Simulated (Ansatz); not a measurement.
## Sn: stress against strain

Sn (diamond, Fd-3m, 34.969 Å³/atom and stress up to 0.01 GPa in the relaxed cell, cube axes along x, y and z) under a strain ε along a cube axis (axis z), the other axes held. PBEsol in Ansatz, a plane-wave DFT program (PAW, default set), 420 eV, 15×15×15 Γ-centred mesh, Fermi-Dirac smearing 0.10 eV; ions are relaxed, or left where forces stay under 0.02 eV/Å, within the symmetry of each cell. Stress is positive for a compressed cell.

Here s stands for strain and y for stress zz.

| strain (%) | stress zz (GPa) |
|---|---|
| -1.50 | 0.96 |
| -1.00 | 0.64 |
| -0.50 | 0.32 |
| 0.00 | 0.01 |
| 0.50 | -0.30 |
| 1.00 | -0.60 |
| 1.50 | -0.89 |
| 3.00 | ? |

Problem. Fit y against s with a straight line, and predict the withheld value at s = 3.00.

Solution. Means: s 0, y 0.020. About the means, the sum of products is -4.3250 and the sum of squares of s is 7.0000; the slope is their ratio. Least squares gives y = 0.020 - 0.6179·s. Residuals (row less fit): 0.013, 0.002, -0.009, -0.010, -0.011, -0.002, 0.017; standard error 0.012 (degrees of freedom: 5). The slope gives the elastic constant C11 = 61.8 ± 0.5 GPa (± standard error of the fit, which holds the terms cut off). At the withheld row, y = 0.020 - 0.6179 × 3.0 = -1.834 GPa. The calculation gives -1.75 GPa, 0.084 GPa above the prediction (3.1 % of the range of y in the table). The row lies outside the fitted rows, so this is an extrapolation. From the scatter of the fitted rows alone, a prediction at this place has a standard error of 0.019 GPa, so the miss is 4.4 times that.

A polynomial of degree 2 through the 12 other runs of the series gives -1.76 there, so most of the miss is curvature that the fit leaves out. This level leaves no gap over 0.05 eV at strain -1.50, -1.00, -0.50, 0.00, 0.50, 1.00, 1.50, 3.00 %. Sn is here grey tin, stable below 13 °C. Rows are the converged runs of the series near zero and its far end; series whose fitted rows scatter by over a few per cent of the range, as at a crossing or softening among them, aren't shown in this form, nor equations of state whose B0' disagrees with the runs' pressures. Most that stay on the fit to the last digits aren't either.
